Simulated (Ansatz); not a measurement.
GaN: isotropic strain −3.00 %

Base system: GaN in the zinc blende structure (space group F-43m, No. 216; a = 4.498 Å).

Modification: every lattice vector is shortened by 3.00 %, atoms relaxed at fixed cell.

All numbers come from Ansatz (a quantum-chemistry and plane-wave program), r2SCAN, PAW, cutoff 500 eV, spin-orbit coupling left out. Γ-centred 13×13×13 mesh, Fermi–Dirac width 0.05 eV.

The volume per atom falls by 0.99 Å³, from 11.37 Å³ to 10.38 Å³ and the space group is still F-43m (No. 216). The shortest interatomic distance falls by 0.0584 Å, from 1.948 Å to 1.889 Å and the energy grows by 62 meV/atom. The pressure goes from zero to 21.85 GPa and the band gap goes up by 0.61 eV (2.17 eV → 2.78 eV). The gap character is still direct at Γ and the mean gap deformation potential ΔEg/Δln V comes out as -6.7 eV. The width of the top valence band goes up by 0.49 eV (3.72 eV → 4.21 eV) and the electron mass becomes 0.21 mₑ (at Γ) (base: 0.17 mₑ (at Γ)). The valley order (the lowest conduction-band minima on the path, energy above the VBM, named in the base's zone) becomes Γ 2.78 eV; X along ⟨100⟩ 3.81 eV (base: Γ 2.17 eV; X along ⟨100⟩ 3.77 eV).

Final structure:

```
CELL_PARAMETERS angstrom
      0.00000     2.18148     2.18148
      2.18148     0.00000     2.18148
      2.18148     2.18148     0.00000
ATOMIC_POSITIONS crystal
  Ga 0.00000 0.00000 0.00000
  N  0.25000 0.25000 0.25000
```

Masses are band curvatures over ±0.01 Å⁻¹ around the edge. No phonon test of stability was made. This is not the structure that GaN has at room temperature and ambient pressure.
